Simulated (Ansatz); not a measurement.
Results of r²SCAN (plane waves, PAW; Ansatz, a first-principles code) for BP (model structure, started from the BN type, Pm-3n, No. 223, 12 atoms in the cell).

Numerical settings: plane-wave cutoff 560 eV, 6×6×6 k mesh, Fermi–Dirac smearing 0.01 eV, scalar-relativistic PAW data made under PBE.

Computed at the level's own relaxed cell.

```yaml
crystal:
  lattice:
    - [5.57602, 0.00000, 0.00000]
    - [0.00000, 5.57602, 0.00000]
    - [0.00000, 0.00000, 5.57602]
  atoms:
    - { symbol: B, position: [0.25000, 0.00000, 0.50000] }
    - { symbol: B, position: [0.50000, 0.25000, 0.00000] }
    - { symbol: B, position: [0.50000, 0.75000, 0.00000] }
    - { symbol: B, position: [0.75000, 0.00000, 0.50000] }
    - { symbol: B, position: [0.00000, 0.50000, 0.75000] }
    - { symbol: B, position: [0.00000, 0.50000, 0.25000] }
    - { symbol: P, position: [0.25000, 0.50000, 0.00000] }
    - { symbol: P, position: [0.00000, 0.25000, 0.50000] }
    - { symbol: P, position: [0.00000, 0.75000, 0.50000] }
    - { symbol: P, position: [0.75000, 0.50000, 0.00000] }
    - { symbol: P, position: [0.50000, 0.00000, 0.75000] }
    - { symbol: P, position: [0.50000, 0.00000, 0.25000] }
```

### Question
List the 34 lowest band energies at Γ above −25 eV (eV, relative to the valence band maximum), grouping those that round alike.

### Answer
At Γ: -15.81, -13.67 (×2), -10.67 (×3), -9.46 (×2), -8.22, -8.16 (×3), -4.31 (×3), -3.18 (×3), -2.78 (×3), 0.00 (×3), 1.40 (×3), 2.98 (×3), 3.52, 3.75, 5.56 (×2).

Note: the relaxation could raise the start's symmetry but not lower it, so the cell can be a saddle point.

A model structure was made by putting elements into a prototype or built by hand; it is no filed structure, need not be a known phase, and can be a saddle point held by its symmetry.
